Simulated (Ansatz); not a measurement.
## PbTe in the rock salt structure (space group Fm-3m, No. 225)

```cif
data_PbTe
_chemical_formula_sum 'Te1 Pb1'
_space_group_name_H-M_alt 'P 1'
_space_group_IT_number 1
_cell_length_a 4.55524
_cell_length_b 4.55524
_cell_length_c 4.55524
_cell_angle_alpha 60.000
_cell_angle_beta 60.000
_cell_angle_gamma 60.000
loop_
_space_group_symop_operation_xyz
  'x, y, z'
loop_
_atom_site_label
_atom_site_type_symbol
_atom_site_fract_x
_atom_site_fract_y
_atom_site_fract_z
_atom_site_occupancy
Te1 Te 0.50000 0.50000 0.50000 1
Pb1 Pb 0.00000 0.00000 0.00000 1
```

Level of theory: Kohn–Sham DFT with the PBEsol functional, run in Ansatz (a program for electronic structure) with PAW and 420 eV plane waves, spin-orbit coupling left out. k-mesh 9×9×9 (Γ-centred); smearing 0.05 eV (Fermi–Dirac).

| Item | Result |
|---|---|
| Volume per atom | 33.42 Å³ |
| Density | 8.32 g/cm³ |
| Band gap | 0.65 eV, direct at L |
| Electron mass | 0.26 mₑ along k, 0.098 mₑ across |
| Hole mass | 0.38 mₑ along k, 0.073 mₑ across |
| Lowest conduction-band minima above the VBM | L along ⟨111⟩ 0.65 eV; a point along ⟨110⟩, about 0.6 Å⁻¹ from Γ 1.25 eV; a point along ⟨100⟩, about 0.3 Å⁻¹ from Γ 1.70 eV |
| Total energy | -9328.595 eV/atom (σ→0; compares only within this code and set-up) |

With Pb and Te present, leaving out spin-orbit coupling can change the band edges. Masses are band curvatures over ±0.01 Å⁻¹ around the edge. Along k means along the line from Γ to the band edge. Stability against distortions was not tested.
